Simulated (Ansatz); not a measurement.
Consider Si in the diamond structure (space group Fd-3m, No. 227; a = 5.444 Å).

Structures relaxed with Kohn–Sham DFT with the r2SCAN functional, run in Ansatz (a program for electronic structure) with PAW and 500 eV plane waves, no spin-orbit coupling.

Base:

Simulated powder pattern, Cu Kα1, λ = 1.54056 Å (kinematic, ideal powder, no thermal factors, no anomalous dispersion; the 8 strongest lines at most, above 2 %, up to 2θ = 90°):

```csv
2θ (°),I/Imax (%),hkl
28.37,100,(111)
47.18,67,(220)
55.97,40,(311)
68.94,11,(400)
76.15,16,(331)
87.76,23,(422)
```

Perturbation: cell and atoms relaxed at a pressure of 9 GPa.

How do the reflections move or split?


Simulated powder pattern, Cu Kα1, λ = 1.54056 Å (kinematic, ideal powder, no thermal factors, no anomalous dispersion; the 8 strongest lines at most, above 2 %, up to 2θ = 90°):

```json
[
 {"2θ (°)": "29.14", "d (Å)": "3.062", "I/Imax (%)": "100", "hkl": "(111)"},
 {"2θ (°)": "48.51", "d (Å)": "1.875", "I/Imax (%)": "67", "hkl": "(220)"},
 {"2θ (°)": "57.60", "d (Å)": "1.599", "I/Imax (%)": "40", "hkl": "(311)"},
 {"2θ (°)": "71.04", "d (Å)": "1.326", "I/Imax (%)": "11", "hkl": "(400)"},
 {"2θ (°)": "78.56", "d (Å)": "1.217", "I/Imax (%)": "16", "hkl": "(331)"}
]
```

The indices refer to the base's conventional cell; one index is shown for lines that coincide.

Load acts through the strain it causes; cell and atoms are relaxed under it. No phonon test of stability was made. Tetrahedral semiconductors of this kind turn to denser phases somewhere between about 1 and 50 GPa; those were not computed, so compressed cells here can lie past the real transition.
